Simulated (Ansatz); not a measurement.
A computed series for Zr: response to strain

Base system: Zr in the hcp (Mg type) structure (space group P6_3/mmc, No. 194; relaxed with 0.1 eV smearing).

```
Zr
1.0
    3.18249     0.00000     0.00000
   -1.59125     2.75612     0.00000
    0.00000     0.00000     5.12352
Zr
2
Direct
  0.66667   0.33333   0.75000
  0.33333   0.66667   0.25000
```

Cartesian axes are those of the cell as printed.

Strains are applied to the cell and any free atomic positions relax; under biaxial strain the out-of-plane vector relaxes too.

Computed with PBEsol/PAW in Ansatz (a first-principles code), without spin-orbit coupling.

Candidates:
(a) biaxial strain +2.50 %, plane normal [001], relaxed out of plane
(b) biaxial strain +3.00 %, plane normal [001], relaxed out of plane
(c) biaxial strain −0.50 %, plane normal [001], relaxed out of plane

### Question
Order them by out-of-plane strain, lowest first.

### Answer
(b) biaxial strain +3.00 %, plane normal [001], relaxed out of plane (-2.38 %), (a) biaxial strain +2.50 %, plane normal [001], relaxed out of plane (-1.99 %), (c) biaxial strain −0.50 %, plane normal [001], relaxed out of plane (+0.43 %)

No phonon test of stability was made. All final runs are without spin polarisation.
